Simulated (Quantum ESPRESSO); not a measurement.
```yaml
crystal:
  lattice:
    - [2.47995, -4.26416, 0.00000]
    - [2.47995, 4.26416, 0.00000]
    - [0.00000, 0.00000, 3.99851]
  atoms:
    - { symbol: Y, position: [0.00000, 0.00000, 0.00000] }
    - { symbol: Co, position: [0.66756, 0.33244, 0.00000], spin: 3.0 }
    - { symbol: Co, position: [0.33244, 0.66756, 0.00000], spin: 3.0 }
    - { symbol: Co, position: [0.50000, 0.00000, 0.50000], spin: 3.0 }
    - { symbol: Co, position: [0.00000, 0.50000, 0.50000], spin: 3.0 }
    - { symbol: Ge, position: [0.50000, 0.50000, 0.50000] }
```
(The spins are starting values, not results.)

Level of theory: PBEsol, PSlibrary ultrasoft (PBE) pseudopotentials (plane waves; Quantum ESPRESSO).

The set-up and first iterations of a Quantum ESPRESSO log for YCo4Ge (Cmmm, 6 atoms in the cell):

```
     file Y.pbe-spn-rrkjus_psl.1.0.0.UPF: wavefunction(s)  4S renormalized
     file Co.pbe-n-rrkjus_psl.1.0.0.UPF: wavefunction(s)  3D renormalized

     Message from routine setup:
     using ibrav=0 with symmetry is DISCOURAGED, use correct ibrav instead
     G-vector sticks info
     --------------------
     sticks:   dense  smooth     PW     G-vecs:    dense   smooth      PW
     Sum        2097    1197    361                63037    27159    4479

     bravais-lattice index     =            0
     lattice parameter (alat)  =       9.3218  a.u.
     unit-cell volume          =     570.6912 (a.u.)^3
     number of atoms/cell      =            6
     number of atomic types    =            3
     number of electrons       =        51.00
     number of Kohn-Sham states=           31
     kinetic-energy cutoff     =      50.0000  Ry
     charge density cutoff     =     350.0000  Ry
     scf convergence threshold =      1.0E-10
   [... lines left out ...]
         5        Co     tau(   5) = (   0.2513699   0.4322189   0.4052924  )
         6        Ge     tau(   6) = (   0.5027397   0.0000000   0.4052924  )

   Crystallographic axes

     site n.     atom                  positions (cryst. coord.)
         1        Y      tau(   1) = (  0.0000000  0.0000000  0.0000000  )
         2        Co     tau(   2) = (  0.6675600  0.3324400  0.0000000  )
         3        Co     tau(   3) = (  0.3324400  0.6675600  0.0000000  )
         4        Co     tau(   4) = (  0.5000000 -0.0000000  0.5000000  )
         5        Co     tau(   5) = ( -0.0000000  0.5000000  0.5000000  )
         6        Ge     tau(   6) = (  0.5000000  0.5000000  0.5000000  )

     number of k points=    36  Marzari-Vanderbilt smearing, width (Ry)=  0.0073
                       cart. coord. in units 2pi/alat
        k(    1) = (   0.0000000   0.0000000   0.0000000), wk =   0.0066667
        k(    2) = (   0.0000000   0.0000000   0.2056129), wk =   0.0133333
        k(    3) = (   0.0000000   0.0000000   0.4112257), wk =   0.0133333
   [... 33 lines left out ...]

     Dense  grid:    63037 G-vectors     FFT dimensions: (  60,  60,  45)

     Smooth grid:    27159 G-vectors     FFT dimensions: (  45,  45,  36)

     Initial potential from superposition of free atoms

     starting charge      50.9941, renormalised to      51.0000
     Self-consistent Calculation

     iteration #  1     ecut=    50.00 Ry     beta= 0.20

---- Real-time Memory Report at c_bands before calling an iterative solver
           259 MiB given to the printing process from OS
           179 MiB allocation reported by mallinfo(arena+hblkhd)
------------------

     total energy              =    -398.23696000 Ry
     estimated scf accuracy    <       0.57344052 Ry

     total magnetization       =     6.15 Bohr mag/cell
     absolute magnetization    =     6.29 Bohr mag/cell

     iteration #  2     ecut=    50.00 Ry     beta= 0.20

---- Real-time Memory Report at c_bands before calling an iterative solver
           408 MiB given to the printing process from OS
           217 MiB allocation reported by mallinfo(arena+hblkhd)
------------------

     total energy              =    -398.25960662 Ry
     estimated scf accuracy    <       1.96416839 Ry

     total magnetization       =     6.74 Bohr mag/cell
     absolute magnetization    =     6.96 Bohr mag/cell

     iteration #  3     ecut=    50.00 Ry     beta= 0.20

---- Real-time Memory Report at c_bands before calling an iterative solver
           409 MiB given to the printing process from OS
           218 MiB allocation reported by mallinfo(arena+hblkhd)
------------------

     total energy              =    -398.35291567 Ry
     estimated scf accuracy    <       0.68350107 Ry

     total magnetization       =     6.54 Bohr mag/cell
   [... lines left out ...]
```

Q: Will this run converge, and how will it end?

A: The run converged in 30 iterations. Its thresholds were met; that alone does not show that basis and mesh suffice. It ends on: free energy E − TS -5420.9313 eV; Fermi level (on the code's own zero) 12.61 eV; pressure -6.44 GPa; largest force (vector length) 0.206 eV/Å; size of the cell's spin moment 4.44 μB; site moments (μB, in the program's spheres or projections) Y -0.10, Co 1.19, Co 1.19, Co 1.22, Co 1.22, Ge -0.02. The log goes on:

```
   [... 25 blocks of this kind left out ...]

     iteration # 29     ecut=    50.00 Ry     beta= 0.20

---- Real-time Memory Report at c_bands before calling an iterative solver
   [... lines left out ...]

     iteration # 30     ecut=    50.00 Ry     beta= 0.20

---- Real-time Memory Report at c_bands before calling an iterative solver
           421 MiB given to the printing process from OS
           230 MiB allocation reported by mallinfo(arena+hblkhd)
------------------

     Magnetic moment per site  (integrated on atomic sphere of radius R)
     atom   1 (R=0.237)  charge=  8.5455  magn= -0.0961
     atom   2 (R=0.205)  charge=  7.5649  magn=  1.1920
     atom   3 (R=0.205)  charge=  7.5649  magn=  1.1920
     atom   4 (R=0.205)  charge=  7.5486  magn=  1.2187
     atom   5 (R=0.205)  charge=  7.5486  magn=  1.2187
     atom   6 (R=0.205)  charge=  1.9938  magn= -0.0248
     End of self-consistent calculation

     the Fermi energy is    12.6071 ev

!    total energy              =    -398.43110006 Ry
     estimated scf accuracy    <          5.8E-11 Ry
     smearing contrib. (-TS)   =      -0.00057248 Ry
     internal energy E=F+TS    =    -398.43052757 Ry

     total magnetization       =     4.44 Bohr mag/cell
     absolute magnetization    =     5.27 Bohr mag/cell

     convergence has been achieved in  30 iterations

     Forces acting on atoms (cartesian axes, Ry/au):

     atom    1 type  1   force =     0.00000000    0.00000000    0.00000000
     atom    2 type  2   force =     0.00000000   -0.00802382   -0.00000000
     atom    3 type  2   force =     0.00000000    0.00802382   -0.00000000
     atom    4 type  2   force =     0.00000000    0.00000000    0.00000000
     atom    5 type  2   force =     0.00000000    0.00000000    0.00000000
     atom    6 type  3   force =     0.00000000    0.00000000    0.00000000

     Total force =     0.011347     Total SCF correction =     0.000004

          total   stress  (Ry/bohr**3)                   (kbar)     P=      -64.37
  -0.00047212   0.00000000   0.00000000          -69.45        0.00        0.00
   0.00000000  -0.00036737   0.00000000            0.00      -54.04        0.00
   0.00000000   0.00000000  -0.00047324            0.00        0.00      -69.62

   JOB DONE.
```

For comparison: a first run was changed to give this one (K_POINTS: automatic 4 4 5 0 0 0 → automatic 5 5 6 0 0 0), and from it to this one the free energy stays essentially unchanged (within 1 meV/atom), the pressure goes from -6.60 to -6.44 GPa, the largest force goes from 0.224 to 0.206 eV/Å and the size of the net moment moves little (0.72 to 0.74 μB/atom).

The starting cell comes from a database of computed structures (which also holds hypothetical and non-ambient phases and stackings), without a prior relaxation at this level. The magnetic order is the one reached from the typed start; others were not searched systematically. With a pressure of about -6 GPa the cell is away from its equilibrium volume at this level.

The run was DFT, PBEsol, plane waves, PSlibrary ultrasoft (PBE) pseudopotentials. Main settings of its input:

- ecutwfc = 50 Ry
- ecutrho = 350 Ry
- occupations = smearing
- smearing = cold
- degauss = 0.0073499 Ry
- nspin = 2
- input_dft = pbesol
- K_POINTS = automatic 5 5 6 0 0 0
- conv_thr = 1e-10 Ry
- mixing_beta = 0.2
